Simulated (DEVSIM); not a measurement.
Device: isotype n-n heterojunction GaP/Si, at 300 K.

```tsv
layer (left to right)	material	thickness (μm)	Nd (cm⁻³)	τn (s)	τp (s)
1	GaP	0.110	1.1e16	2.5e-6	2.5e-6
2	Si	0.620	2.7e17	2.5e-6	2.5e-6
```

Left contact: ohmic. Right contact: ohmic. Voltage is applied to the left contact. Recombination: SRH at mid-gap, radiative, Auger. Mobility is μmin + (μ − μmin)/(1 + (N/Nref)^α).

The device is made up for the run: typed textbook-type constants, with dimensions and the other settings drawn at random. Values at 300 K.

```csv
parameter,GaP,Si
gap (eV),2.26,1.124
affinity (eV),3.8,4.05
permittivity,11.1,11.7
Nc (cm⁻³),1.8e19,2.86e19
Nv (cm⁻³),1.9e19,3.1e19
μn (cm²/Vs),250,1417
μp (cm²/Vs),150,470
"μn,min",10,52
"μp,min",10,45
"Nref,n",4.4e18,9.7e16
"Nref,p",1e18,2.2e17
αn,0.8,0.68
αp,0.85,0.72
B (cm³/s),1e-13,4.7e-15
Cn (cm⁶/s),1e-30,2.8e-31
Cp (cm⁶/s),1e-30,9.9e-32
```

Simulated with DEVSIM: 1D drift-diffusion, Boltzmann statistics, complete ionisation; no tunnelling, impact ionisation, image-force lowering or self-heating. Band offsets follow the typed affinities; no thermionic-emission limit at abrupt steps, no polarisation charge.

Base results: dark forward voltage at 100 A/cm² (V) 0.415; potential step across the device at zero bias (V) 0.179.

What follows from this one change: thickness of layer 1 0.11 → 0.55 μm?

dark forward voltage at 100 A/cm² 0.415 → 0.909 V; potential step across the device at zero bias little changed (0.179 V).

What follows from this one change: doping Nd of layer 2 2.7e+17 → 2.7e+16 cm^-3?

dark forward voltage at 100 A/cm² 0.415 → 0.602 V; potential step across the device at zero bias 0.179 → 0.239 V.
